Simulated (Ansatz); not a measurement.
## Element substitutions in TaAgO3

Consider TaAgO3 in the cubic perovskite structure (space group Pm-3m, No. 221; a cell from a computed database, its experimental status unchecked).

TaAgO3 is taken in the cubic space group Pm-3m (No. 221), the cubic perovskite structure, Pearson symbol cP5. Cell: a = b = c = 3.951 Å, α = β = γ = 90.00°. Ta on 1a sees 6 O at 1.976 Å (octahedral). Ag on 1b has 12 O at 2.794 Å (cuboctahedral). O on 3d is coordinated by 2 Ta at 1.976 Å and 4 Ag at 2.794 Å (octahedral). (Neighbours: up to the widest gap in distance over summed covalent radii, below 1.35, at either atom; cation-cation and far metal-metal contacts left out.)

Each row replaces one element on all its sites; cell and atoms are relaxed.

Calculations: PBEsol/PAW in Ansatz (an electronic-structure program), no spin-orbit coupling.

Q: Only one of these has no band gap. Which?
(A) O → Te
(B) Ag → Tl
(C) Ta → Nb

A: A, O → Te. Computed: O → Te: zero; Ta → Nb: 1.40 eV; Ag → Tl: 0.61 eV

Spin-orbit coupling, missing from the scalar runs, can matter with Ta and Tl. No phonon test of stability was made. As relaxed here, TaAgTe3 is a hypothetical phase, not in the database extracts checked. For NbAgO3 and TaTlO3 in this form, whether it has been made was not checked. The final runs are not spin-polarised. Many cubic perovskites are stable only at high temperature; tilts and polar distortions were not tested. TaAgTe3 has a high density of states at the Fermi level and may be magnetic at this level.
